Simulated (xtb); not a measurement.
xtb 6.7.1, GFN1-xTB: Si(All)(Me)(OMe)2 (C=CC[Si](C)(OC)OC), 23 atoms. The geometry is a generated start, not checked to be a minimum at this level.

- method = GFN1-xTB
- --acc = 1 (default)
- --etemp (K) = 300 (default)
- detailed input (--input) = none: ANC optimiser, Lindh (1995) Hessian, microcycle=20, maxdispl=1.0, hlow=0.01 (default)
- basis functions = 70
- valence electrons = 54

```xyz
23

C      2.8391     0.9104    -1.1682
C      2.1720    -0.1924    -0.8771
C      1.5576    -0.4969     0.4404
Si    -0.3495    -0.3639     0.3841
C     -1.0698    -1.4490    -1.0131
O     -0.7847    -0.8499     1.8694
C     -2.0569    -0.8224     2.4556
O     -0.8946     1.1729     0.2476
C     -0.6997     2.0837    -0.7995
H      3.0042     1.6780    -0.4284
H      3.2597     1.0918    -2.1411
H      2.0289    -0.9450    -1.6402
H      1.8297    -1.5071     0.7399
H      1.9431     0.1864     1.1966
H     -0.7689    -1.0961    -1.9943
H     -2.1572    -1.4542    -0.9886
H     -0.7377    -2.4803    -0.9230
H     -2.4370     0.1991     2.4957
H     -1.9628    -1.2169     3.4658
H     -2.7565    -1.4400     1.8887
H      0.3282     2.4512    -0.7991
H     -0.9032     1.6218    -1.7678
H     -1.3838     2.9187    -0.6432
```

The structure is relaxed from this start with --opt LEVEL for the levels crude, sloppy, loose, lax, normal, tight, vtight, extreme, once each. Up to the end of the extreme run atoms move by at most 0.79 Å along an axis.

What is the loosest level that ends within 20 meV of the extreme run, and how many cycles does it take?

sloppy: 16 cycles against 54, ending 6.1 meV above.

```csv
level,cycles,energy above the extreme run (meV),gradient norm (eV/Å)
crude,11,26,0.46
sloppy,16,6.1,0.18
loose,17,5.1,0.20
lax,21,2.6,0.12
normal,26,1.4,0.044
tight,38,0.12,0.014
vtight,48,under 0.01,0.0042
extreme,54,—,0.0025
```
